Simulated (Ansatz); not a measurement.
The starting structures come from a database of crystals and need not be the phases stable at ambient conditions.

 Where the default PAW files enter, the runs use the earlier of Ansatz's two default sets.

The decay constant κ of evanescent states in the gap governs leakage through a thin film.

Given:

```xyz
24
Lattice="5.2024 0.0000 0.0000 0.0000 11.1724 0.0000 0.0000 -2.2716 4.4965" Properties=species:S:1:pos:R:3 pbc="T T T"
Hf     2.7838    -0.6864     3.9112
Hf     2.4186     9.5872     0.5853
Hf     0.1826     8.4514     2.8336
Hf     5.0198     0.4494     1.6630
Hf     2.4186     2.8452     2.8732
Hf     2.7838     6.0557     1.6233
Hf     5.0198     4.9199     3.8716
Hf     0.1826     3.9810     0.6250
O      3.8428     4.2525     2.1345
O      1.3595     4.6484     2.3620
O      1.2417     5.7841     0.1138
O      3.9607     3.1167     4.3828
O      1.3595    -0.9268     2.3401
O      3.8428     9.8276     2.1565
O      3.9607     8.6918     4.4047
O      1.2417     0.2090     0.0918
O      1.9431     1.1549     4.1155
O      3.2592     7.7460     0.3810
O      4.5443     6.6102     2.6293
O      0.6580     2.2907     1.8672
O      3.2592     1.5882     1.5124
O      1.9431     7.3126     2.9842
O      0.6580     8.4484     0.7359
O      4.5443     0.4524     3.7606
```

Space group of this cell: Pbca. The cell is taken as given; by r2SCAN its mean pressure is 4.1 GPa.

Transport runs along the normal of the first two printed cell vectors.

No gap correction and no spin-orbit coupling; mid-gap values are interpolated between computed energies.

Task: State the band gap and the smallest decay constant κ at mid-gap according to r2SCAN run with Ansatz (a program for electronic structure).

Result: Gap 4.87 eV on a 6×8×8 mesh; κ = 0.427 1/Å, at the zone centre.
